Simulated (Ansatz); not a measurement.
Results of PBE+SOC in Ansatz (plane waves, PAW) for cubic perovskite BaZrO3.

The input as run:

Ansatz 0.2 input:
```yaml
crystal:
  lattice:
    - [4.2551199569, 0.0, 0.0]
    - [0.0, 4.2551199569, 0.0]
    - [0.0, 0.0, 4.2551199569]
  atoms:
    - { symbol: Ba, position: [0.0, 0.0, 0.0] }
    - { symbol: Zr, position: [0.5, 0.5, 0.5] }
    - { symbol: O, position: [0.5, 0.0, 0.5] }
    - { symbol: O, position: [0.0, 0.5, 0.5] }
    - { symbol: O, position: [0.5, 0.5, 0.0] }
basis:
  ecutwfc: 520
  ecutrho_ratio: 4
  xc_grid: 2
kpoints:
  mp_grid: { grid: [8, 8, 8] }
hamiltonian:
  xc: pbe
  dispersion: none
  pseudopotentials: { kind: paw }
scf:
  occupations: { method: fermi_dirac, width: 0.01 }
  convergence: { dr2_threshold: 0.0000000005 }
output:
  forces: true
  stress: true
  eigenvalues: true
magnetization:
  noncollinear: true
  spin_orbit: true
```

How many irreducible k-points, plane waves at Γ does the program set up, and what pressure does the run end with?

35 irreducible k-points, 2103 plane waves at Γ; P = -2.83 GPa, so the cell is stretched on average and its volume would shrink at this level.

From the output:

```
Crystal: 5 atoms, lattice volume = 77.043 Å³
Basis set: ecut = 520 eV, 2103 PW (Γ), exchange–correlation on 64×64×64 points (8 copies of the dense FFT grid, shifted against one another)
Bands: 50, of which v1, the nominal top of the filled ones, is band 40 counted from 1 (39 counted from 0)
Symmetry: 48 space group operations + 48 with time reversal
k-points: 35 of 512
Initial density: superposition of atomic densities (chi_scale 0.1, normalization cell, long waves kept (reshape's long-wave potential 0.00 eV rms))
Functional: x = pbe(κ = 0.804, μ = 0.2195149727645171), c = pbe(β = 0.06672455060314922)
spin=Noncollinear: Resta preconditioning applied to the charge; magnetization (m_x, m_y, m_z) channels mix plain (no charge-response kernel on spin).
SCF 1 converged in 9 iterations: F = -11850.316587 eV  dr2 = 7.80e-11
SCF converged after 9 iterations
Free energy (F): -11850.316587 eV
Internal energy: -11850.316587 eV  (E = F + TS)
E sigma→0 (E₀):  -11850.316587 eV
Fermi energy:    10.807209 eV
--- Forces (eV/Å), atoms counted from 1 ---
  atom   1  Ba    -0.00000000     0.00000000     0.00000000
  atom   2  Zr     0.00000000    -0.00000000     0.00000000
  atom   3  O      0.00000000    -0.00000000    -0.00000000
  atom   4  O      0.00000000    -0.00000000    -0.00000000
  atom   5  O      0.00000000     0.00000000    -0.00000000
--- Stress (GPa, compression-positive) ---
       -2.833749       0.000000       0.000000
        0.000000      -2.833749       0.000000
        0.000000       0.000000      -2.833749
  P = ⅓ Tr σ = -2.8337 GPa (-28.337 kbar)
```

The cell is one volume of an energy–volume scan, off the minimum.

Computing time: roughly 50 core-seconds.

Ansatz is a first-principles code.
